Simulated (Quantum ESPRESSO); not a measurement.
Quantum ESPRESSO run on HgTe (F-43m, 2 atoms in the cell): self-consistent single point.

Computed with PBE, spin-orbit coupling, PseudoDojo fully relativistic norm-conserving (PBE) pseudopotentials (plane waves; Quantum ESPRESSO).

```yaml
crystal:
  lattice:
    - [0.00000, 3.34526, 3.34526]
    - [3.34526, 0.00000, 3.34526]
    - [3.34526, 3.34526, 0.00000]
  atoms:
    - { symbol: Hg, position: [0.00000, 0.00000, 0.00000] }
    - { symbol: Te, position: [0.25000, 0.25000, 0.25000] }
```

Reference input (self-consistent single point, DFT, PBE, plane waves, PseudoDojo standard norm-conserving (PBE) pseudopotentials): ecutwfc = 85 Ry; occupations = smearing; smearing = gauss; degauss = 0.0147 Ry; potentials = {Hg: Hg.upf, Te: Te.upf}; K_POINTS = automatic 7 7 7 0 0 0; conv_thr = 1e-10 Ry; mixing_beta = 0.3. This run's input differs from it in these lines:

```diff
@@ -12,3 +12,3 @@
    ntyp = 2
-   ecutwfc = 85
+   ecutwfc = 80
    occupations = 'smearing'
@@ -16,2 +16,4 @@
    degauss = 0.0147
+   noncolin = .true.
+   lspinorb = .true.
 /
```

Its files differ too (potentials: PseudoDojo fully relativistic norm-conserving (PBE)).

Output (repeated stretches shortened):

```
     Self-consistent Calculation

     iteration #  1     ecut=    80.00 Ry     beta= 0.30

     Threshold (ethr) on eigenvalues was too large:
     Diagonalizing with lowered threshold

     total energy              =    -543.20685970 Ry
     estimated scf accuracy    <       0.04627624 Ry

     iteration #  2     ecut=    80.00 Ry     beta= 0.30

     total energy              =    -543.21200346 Ry
     estimated scf accuracy    <       0.00486401 Ry

     iteration #  3     ecut=    80.00 Ry     beta= 0.30

     total energy              =    -543.21228800 Ry
     estimated scf accuracy    <       0.00132995 Ry

   [... 6 blocks of this kind left out ...]

     iteration # 10     ecut=    80.00 Ry     beta= 0.30

     total energy              =    -543.21237941 Ry
     estimated scf accuracy    <          1.3E-10 Ry

     iteration # 11     ecut=    80.00 Ry     beta= 0.30
     End of self-consistent calculation

     the Fermi energy is     7.6029 ev

!    total energy              =    -543.21237941 Ry
     estimated scf accuracy    <          6.8E-12 Ry
     smearing contrib. (-TS)   =      -0.00011224 Ry
     internal energy E=F+TS    =    -543.21226717 Ry

     convergence has been achieved in  11 iterations

     Forces acting on atoms (cartesian axes, Ry/au):

     atom    1 type  1   force =     0.00000000    0.00000000    0.00000000
     atom    2 type  2   force =     0.00000000    0.00000000    0.00000000

     Total force =     0.000000     Total SCF correction =     0.000000

          total   stress  (Ry/bohr**3)                   (kbar)     P=       -8.87
  -0.00006028   0.00000000   0.00000000           -8.87        0.00        0.00
   0.00000000  -0.00006028   0.00000000            0.00       -8.87        0.00
   0.00000000   0.00000000  -0.00006028            0.00        0.00       -8.87

   JOB DONE.
```

The run converged in 11 iterations. Against the reference run the pressure goes from -0.63 to -0.89 GPa.

The starting cell comes from a database of computed structures (which also holds hypothetical and non-ambient phases and stackings), without a prior relaxation at this level. Its lattice was rescaled by a random factor within 2.5 % of one. The run gives no clean gap (levels at the Fermi energy touch, overlap or are partly filled at this smearing), which alone does not show that the compound is a metal.

Cost on one core of a shared machine: roughly 3 min.
